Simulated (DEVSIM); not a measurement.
**abrupt CdTe p-n junction**

Device: abrupt CdTe p-n junction, at 350 K.

| layer (left to right) | material | thickness (μm) | Nd (cm⁻³) | Na (cm⁻³) | τn (s) | τp (s) |
|---|---|---|---|---|---|---|
| 1 | CdTe | 5.00 | - | 1.6e17 | 3.4e-9 | 3.4e-9 |
| 2 | CdTe | 17.0 | 1.4e15 | - | 3.4e-9 | 3.4e-9 |

Left contact: ohmic. Right contact: ohmic. Voltage is applied to the left contact. Recombination: SRH at mid-gap, radiative, Auger. Mobility is constant in doping.

Constants are typed, rounded textbook-type inputs, not results; the design itself was drawn at random and stands for no fabricated device. Values at 300 K; Nc and Nv go as T^1.5, mobilities as T to minus their exponent, the gap by Varshni's rule with the affinity fixed.

```
parameter            CdTe
----------------  -------
gap (eV)              1.5
affinity (eV)        4.28
permittivity         10.2
Nc (cm⁻³)            8e17
Nv (cm⁻³)          1.8e19
μn (cm²/Vs)          1000
μp (cm²/Vs)            80
T exponent of μn      1.7
T exponent of μp      1.5
B (cm³/s)           1e-10
Cn (cm⁶/s)          1e-30
Cp (cm⁶/s)          1e-30
Varshni α (eV/K)  0.00031
Varshni β (K)         108
```

DEVSIM, 1D drift-diffusion, Boltzmann statistics, complete ionisation; no tunnelling, impact ionisation, image-force lowering or self-heating.

The potential step across the device at zero bias comes out as 1.138 V, the largest field in the device at zero bias is 32000 V/cm and the dark forward voltage at 1 A/cm² comes out as 0.949 V. The dark forward voltage at 100 A/cm² comes out as 1.914 V.

Dark reverse current:

| V (V) | J (A/cm²) |
|---|---|
| -0.10 | -2.0e-8 |
| -0.25 | -3.9e-8 |
| -0.50 | -6.7e-8 |
| -0.75 | -9.1e-8 |
| -1.00 | -1.1e-7 |
| -1.50 | -1.5e-7 |
| -2.00 | -1.9e-7 |
| -2.50 | -2.2e-7 |
| -3.25 | -2.6e-7 |
| -4.00 | -3.0e-7 |
| -5.00 | -3.4e-7 |

Small-signal capacitance in reverse bias (quasi-static):

| V (V) | C (nF/cm²) |
|---|---|
| -0.1 | 9.36 |
| -0.25 | 8.79 |
| -0.5 | 8.04 |
| -0.75 | 7.46 |
| -1 | 6.98 |
| -1.5 | 6.26 |
| -2 | 5.72 |
| -2.5 | 5.30 |
| -3.25 | 4.82 |
| -4 | 4.45 |
| -5 | 4.07 |
